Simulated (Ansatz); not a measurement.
Density of states of SiC (F-43m) above the conduction band minimum, PBEsol with spin-orbit coupling, rigid bands in Ansatz (an electronic-structure program); cell volume 20.7 Å³.

(energy from edge (eV), 10⁻³ states/eV/cell): (0.006, 6.06); (0.031, 13.9); (0.056, 18.9); (0.081, 22.9); (0.106, 26.6); (0.131, 29.9); (0.156, 33.0); (0.181, 36.0); (0.206, 38.8); (0.231, 41.6); (0.256, 44.4); (0.281, 47.2); (0.319, 51.0); (0.344, 53.6); (0.369, 56.3); (0.394, 58.7); (0.419, 61.3); (0.444, 64.3); (0.469, 66.4); (0.494, 69.1); (0.519, 71.8); (0.544, 74.7); (0.569, 77.2); (0.594, 79.9)

Task: What effective density of states at 300 K does this give (∫ g(E) exp(−E/k_BT) dE, both spins, divided by the cell's size)?

Result: 1.4e19 cm⁻³, a density-of-states mass of 0.69 mₑ, valleys and band degeneracy included.

Geometry: cell and atoms relaxed with PBEsol.
